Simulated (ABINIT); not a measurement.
## ABINIT run on La3Zn (Pm-3m, 4 atoms in the cell): self-consistent single point

Method of the run: PBEsol, PAW (JTH v2.0 PBE PAW, files made for PBE) (plane waves; ABINIT 10.0.3).

The input file:

```
# La3Zn, JTH v2.0 PBE PAW
pp_dirpath "./"
pseudos "La.GGA_PBE-JTH.xml, Zn.GGA_PBE-JTH.xml"
acell 3*1.0 Angstrom
rprim
         4.9065780000    0.0000000000    0.0000000000
         0.0000000000    4.9065780000    0.0000000000
         0.0000000000    0.0000000000    4.9065780000
natom 4
ntypat 2
znucl 57 30
typat 1 1 1 2
xred
         0.0000000000    0.5000000000    0.5000000000
         0.5000000000    0.0000000000    0.5000000000
         0.5000000000    0.5000000000    0.0000000000
         0.0000000000    0.0000000000    0.0000000000
ecut 816 eV
pawecutdg 1633 eV
pawxcdev 0
ixc -116133
occopt 6
tsmear 0.2 eV
nband 30
kptopt 1
ngkpt 4 4 4
nshiftk 1
shiftk 0.5 0.5 0.5
nstep 80
toldfe 1.0e-09
prtwf 0
prtden 0
prtvol 1
```

Log, with long lists cut:

```
 Symmetries : space group Pm -3 m (#221); Bravais cP (primitive cubic)

 -outvars: echo values of preprocessed input variables --------
            acell      1.8897261329E+00  1.8897261329E+00  1.8897261329E+00 Bohr
             ecut      2.99874495E+01 Hartree
              ixc     -116133
         kptrlatt        4    0    0      0    4    0      0    0    4
          kptrlen      3.70883547E+01
            natom           4
            nband          30
            ngfft          48      48      48
          ngfftdg          72      72      72
             nkpt           4
            nstep          80
             nsym          48
           ntypat           2
           occopt           6
        pawecutdg      6.00116484E+01 Hartree
         pawxcdev           0
            rprim      4.9065780000E+00  0.0000000000E+00  0.0000000000E+00
                       0.0000000000E+00  4.9065780000E+00  0.0000000000E+00
                       0.0000000000E+00  0.0000000000E+00  4.9065780000E+00
           shiftk      5.00000000E-01  5.00000000E-01  5.00000000E-01
          spgroup         221
           toldfe      1.00000000E-09 Hartree
           tsmear      7.34986508E-03 Hartree
            typat      1  1  1  2
           useylm           1
             xred      0.0000000000E+00  5.0000000000E-01  5.0000000000E-01
                       5.0000000000E-01  0.0000000000E+00  5.0000000000E-01
                       5.0000000000E-01  5.0000000000E-01  0.0000000000E+00
                       0.0000000000E+00  0.0000000000E+00  0.0000000000E+00
            znucl       57.00000   30.00000

== DATASET  1 ==================================================================

 Real(R)+Recip(G) space primitive vectors, cartesian coordinates (Bohr,Bohr^-1):
 R(1)=  9.2720887  0.0000000  0.0000000  G(1)=  0.1078506  0.0000000  0.0000000
 R(2)=  0.0000000  9.2720887  0.0000000  G(2)=  0.0000000  0.1078506  0.0000000
 R(3)=  0.0000000  0.0000000  9.2720887  G(3)=  0.0000000  0.0000000  0.1078506
 Unit cell volume ucvol=  7.9713656E+02 bohr^3
 Angles (23,13,12)=  9.00000000E+01  9.00000000E+01  9.00000000E+01 degrees

 Coarse grid specifications (used for wave-functions):

 getcut: wavevector=  0.0000  0.0000  0.0000  ngfft=  48  48  48
         ecut(hartree)=     29.987   => boxcut(ratio)=   2.10005

 Fine grid specifications (used for densities):

 getcut: wavevector=  0.0000  0.0000  0.0000  ngfft=  72  72  72
         ecut(hartree)=     60.012   => boxcut(ratio)=   2.22675

   8.95028916E+03                                ecore*ucvol(ha*bohr**3)

_setup2: Arith. and geom. avg. npw (full set) are    6248.500    6248.486

--- !BeginCycle
solver: {iscf: 17, nstep: 80, nline: 4, wfoptalg: 10, }
tolerances: {toldfe: 1.00E-09, }
...

     iter   Etot(hartree)      deltaE(h)  residm     nres2
 ETOT  1  -157.10564585110    -1.571E+02 3.186E+00 3.059E+02
 ETOT  2  -161.63467805275    -4.529E+00 3.340E-01 2.988E+02
 ETOT  3  -160.64246467641     9.922E-01 2.135E-01 7.219E+01
 ETOT  4  -160.56991139055     7.255E-02 1.929E-02 4.942E+01
 ETOT  5  -160.42897072560     1.409E-01 3.342E-02 1.175E+01
 ETOT  6  -160.39642996046     3.254E-02 1.700E-02 2.870E+00
   [... 5 lines left out ...]
 ETOT 12  -160.38629451555    -1.258E-07 3.246E-04 9.045E-06
 ETOT 13  -160.38629453398    -1.843E-08 2.765E-04 1.894E-06
 ETOT 14  -160.38629453785    -3.869E-09 2.037E-04 2.822E-07
 ETOT 15  -160.38629453785    -3.666E-12 4.590E-04 3.371E-08
 ETOT 16  -160.38629453811    -2.590E-10 1.083E-04 1.897E-09

 At SCF step   16, etot is converged :
  for the second time, diff in etot=  2.590E-10 < toldfe=  1.000E-09

 Cartesian components of stress tensor (hartree/bohr^3)
  sigma(1 1)=  4.54916939E-05  sigma(3 2)=  0.00000000E+00
  sigma(2 2)=  4.54916939E-05  sigma(3 1)=  0.00000000E+00
  sigma(3 3)=  4.54916939E-05  sigma(2 1)=  0.00000000E+00

 ----iterations are completed or convergence reached----

 reduced coordinates (array xred) for    4 atoms
       0.000000000000      0.500000000000      0.500000000000
       0.500000000000      0.000000000000      0.500000000000
       0.500000000000      0.500000000000      0.000000000000
       0.000000000000      0.000000000000      0.000000000000
 cartesian forces (eV/Angstrom) at end:
    1     -0.00000000000000    -0.00000000000000    -0.00000000000000
    2     -0.00000000000000    -0.00000000000000    -0.00000000000000
    3     -0.00000000000000    -0.00000000000000    -0.00000000000000
    4     -0.00000000000000    -0.00000000000000    -0.00000000000000
 frms,max,avg= 0.0000000E+00 0.0000000E+00   0.000E+00  0.000E+00  0.000E+00 e/A
 length scales=  1.889726132886  1.889726132886  1.889726132886 bohr
              =  1.000000000000  1.000000000000  1.000000000000 angstroms
 Fermi (or HOMO) energy (hartree) =   0.18601   Average Vxc (hartree)=  -0.38455
 Eigenvalues (hartree) for nkpt=   4  k points:
 kpt#   1, nband= 30, wtk=  0.12500, kpt=  0.1250  0.1250  0.1250 (reduced coord)
  -1.01436   -0.99997   -0.99997   -0.44320   -0.43498   -0.43498   -0.40443   -0.40443
  -0.39777   -0.39228   -0.38112   -0.38112   -0.04702   -0.04702   -0.04666   -0.04641
  -0.04641    0.02101    0.10211    0.15294    0.16149    0.16149    0.16773    0.16773
   0.21026    0.24190    0.24190    0.24721    0.26101    0.26119
      occupation numbers for kpt#   1
   2.00000    2.00000    2.00000    2.00000    2.00000    2.00000    2.00000    2.00000
   2.00000    2.00000    2.00000    2.00000    2.00000    2.00000    2.00000    2.00000
   2.00000    2.00000    2.00000    2.00000    2.00003    2.00003    2.00245    2.00245
  -0.00003    0.00000    0.00000    0.00000    0.00000    0.00000
 prteigrs : prtvol=0 or 1, do not print more k-points.

--- !EnergyTerms
comment             : Components of total free energy in Hartree
kinetic             :  3.62713152167198E+01
hartree             :  2.86046440701264E+01
xc                  : -3.31041126422244E+01
Ewald energy        : -1.25256433029281E+02
psp_core            :  1.12280500051785E+01
local_psp           : -9.80164648066057E+01
spherical_terms     :  1.98861539618198E+01
internal            : -1.60386847224266E+02
'-kT*entropy'       :  5.43130415018705E-04
total_energy        : -1.60386304093851E+02
total_energy_eV     : -4.36433328658448E+03
...

-Cartesian components of stress tensor (GPa)         [Pressure= -1.3384E+00 GPa]
- sigma(1 1)=  1.33841162E+00  sigma(3 2)=  0.00000000E+00
- sigma(2 2)=  1.33841162E+00  sigma(3 1)=  0.00000000E+00
- sigma(3 3)=  1.33841162E+00  sigma(2 1)=  0.00000000E+00

 Calculation completed.
```

The run converged in 16 iterations.

The starting cell comes from a database of computed structures (which also holds hypothetical and non-ambient phases and stackings), without a prior relaxation at this level. Its lattice was rescaled by a random factor within 2.5 % of one. The potentials were made for another functional than the one used.

Cost on one core of a shared machine: roughly 90 s.
